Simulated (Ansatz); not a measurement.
free sheet of monolayer 1H WS2: W16S32, 3 atomic planes, area 141 Å², cell height 16.1 Å with vacuum; both faces free, started from the relaxed sheet, in-plane cell fixed at 1.000 times the relaxed lattice. Method: PBE (plane waves, PAW; Ansatz, a program for electronic structure). Mean temperature 1495 K, 10.0 ps sampled after 4.9 ps of Langevin dynamics; k-points: Γ only; no spin polarisation or spin-orbit coupling.

| plane (from the bottom) | atoms | start height (Å) | mean height (Å) | spread of site heights (Å) | rms motion, normal (Å) | rms motion, in plane (Å) | in-plane shift from the start (Å) | coordination |
|---|---|---|---|---|---|---|---|---|
| 1 | S16 | -1.57 | -1.59 | 0.00 | 0.12 | 0.13 | 0.00 | 3.0 |
| 2 | W16 | 0.00 | 0.00 | 0.00 | 0.10 | 0.10 | 0.00 | 6.0 |
| 3 | S16 | 1.57 | 1.59 | 0.00 | 0.12 | 0.13 | 0.01 | 3.0 |

outer plane spacing: 1.59 Å against 1.57 Å at the start (+1 %)
normal motion of the outer planes over that of the middle: 1.2
in-plane diffusion: none seen within 10.0 ps
coordination in the top plane: 3-fold 98 %
mean vibrational (phonon) frequency: 8.1 THz

A denser in-plane k-mesh moves the forces of one frame by 0.05 eV/Å rms. Bonds are counted up to S-W 2.78 Å; heights count from the centre of mass.
